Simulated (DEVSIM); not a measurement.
Structure: illuminated Si n-on-p cell, one wavelength, with a back-surface field, at 300 K.

Layer 1 from the left is Si, thickness (μm) 0.230, Nd (cm⁻³) 1.5e18, τn (s) 4.5e-7, τp (s) 1.7e-6, absorption coefficient (cm⁻¹) 780. Layer 2 from the left is Si, thickness (μm) 110, Na (cm⁻³) 1.6e15, τn (s) 7.2e-6, τp (s) 7.2e-6, absorption coefficient (cm⁻¹) 780. Layer 3 from the left is Si, thickness (μm) 0.820, Na (cm⁻³) 1e18, τn (s) 7.2e-6, τp (s) 7.2e-6, absorption coefficient (cm⁻¹) 780.

Left contact: ohmic, minority hole recombination velocity 8e6 cm/s. Right contact: ohmic, minority electron recombination velocity 10000 cm/s. Voltage is applied to the left contact. Recombination: SRH at mid-gap, radiative, Auger. Light enters at the left, 2.9e16 photons cm⁻² s⁻¹, one pass, no reflection. Mobility is constant in doping.

This is a model device: material constants are rounded textbook-type values typed into the input, and sizes, dopings and lifetimes were drawn at random. Values at 300 K.

Si: gap (eV) 1.124, affinity (eV) 4.05, permittivity 11.7, Nc (cm⁻³) 2.86e19, Nv (cm⁻³) 3.1e19, μn (cm²/Vs) 1417, μp (cm²/Vs) 470, B (cm³/s) 4.7e-15, Cn (cm⁶/s) 2.8e-31, Cp (cm⁶/s) 9.9e-32.

Simulated with DEVSIM: 1D drift-diffusion, Boltzmann statistics, complete ionisation; no tunnelling, impact ionisation, image-force lowering or self-heating.

**Question.** What does the simulation give for the potential step across the device at zero bias, the fill factor, the share of generated pairs collected at short circuit?

**Answer.** potential step across the device at zero bias 0.959 V; fill factor 0.80; share of generated pairs collected at short circuit 0.954.
